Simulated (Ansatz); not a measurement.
## SiC: carrier doping

Consider SiC (space group P6_3mc, No. 186).

```yaml
crystal:
  lattice:
    - [3.07812, 0.00000, 0.00000]
    - [-1.53906, 2.66573, 0.00000]
    - [0.00000, 0.00000, 10.07618]
  atoms:
    - { symbol: Si, position: [0.00000, 0.00000, 0.00032] }
    - { symbol: Si, position: [0.00000, 0.00000, 0.50032] }
    - { symbol: Si, position: [0.66667, 0.33333, 0.75025] }
    - { symbol: Si, position: [0.33333, 0.66667, 0.25025] }
    - { symbol: C, position: [0.00000, 0.00000, 0.81285] }
    - { symbol: C, position: [0.00000, 0.00000, 0.31285] }
    - { symbol: C, position: [0.66667, 0.33333, 0.56221] }
    - { symbol: C, position: [0.33333, 0.66667, 0.06221] }
```

Carriers are added at fixed cell with a uniform background; the Fermi–Dirac width is that of 300 K.

Level of theory: Ansatz (an electronic-structure program) PBEsol, no spin-orbit coupling, earlier PAW set.

Notes on the quantities. Fermi level from band edge: Fermi level relative to the doped band's edge (positive inside the band; to 0.05 eV).

```tsv
electron density (10^21 cm⁻³)	Fermi level from band edge (eV)
2	0.45
3	0.55
5	?
7	0.80
```

Question: Fit E_F = C n^s, fitted as a line in log–log form (a parabolic band gives s = 2/3) to the rows shown and predict the withheld row.

Answer: Least squares on the printed values gives C = 0.33 eV, s = 0.46 (largest residual 0.01 eV); this predicts 0.69 eV, and the run gives 0.70 eV, in agreement.

Charged cell with a jellium background: band edges are those of the host's band count, energies are not comparable with the neutral cell, and many-body gap narrowing is missing. Whether these cells are dynamically stable was not tested.
